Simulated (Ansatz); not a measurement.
**Ru: response to strain**

The parent structure is Ru in the hcp (Mg type) structure (space group P6_3/mmc, No. 194; relaxed with 0.1 eV smearing).

```yaml
crystal:
  lattice:
    - [2.70429, 0.00000, 0.00000]
    - [-1.35214, 2.34198, 0.00000]
    - [0.00000, 0.00000, 4.26291]
  atoms:
    - { symbol: Ru, position: [0.66667, 0.33333, 0.75000] }
    - { symbol: Ru, position: [0.33333, 0.66667, 0.25000] }
```

Strains are applied to the cell and any free atomic positions relax.

Method: Kohn–Sham DFT with the r2SCAN functional, run in Ansatz (a first-principles code) with PAW and 500 eV plane waves, without spin-orbit coupling.

Notes on the quantities. pressure: mean of the normal stresses, compression positive; energy relative to the base: free energy F.

| case | volume per atom | pressure | energy relative to the base |
|---|---|---|---|
| base | 13.50 Å³ | 0.0 GPa | 0 meV/atom |
| isotropic strain +0.50 % | 13.70 Å³ | -4.9 GPa | +3.1 meV/atom |
| isotropic strain +1.00 % | 13.91 Å³ | -9.4 GPa | +12 meV/atom |
| isotropic strain +1.50 % | 14.12 Å³ | -13.5 GPa | +27 meV/atom |
| isotropic strain +2.00 % | 14.33 Å³ | -17.3 GPa | +47 meV/atom |
| isotropic strain +2.50 % | 14.54 Å³ | -20.9 GPa | +73 meV/atom |
| isotropic strain +3.00 % | 14.75 Å³ | -24.1 GPa | +103 meV/atom |

Whether these cells are dynamically stable was not tested. The final runs are not spin-polarised.
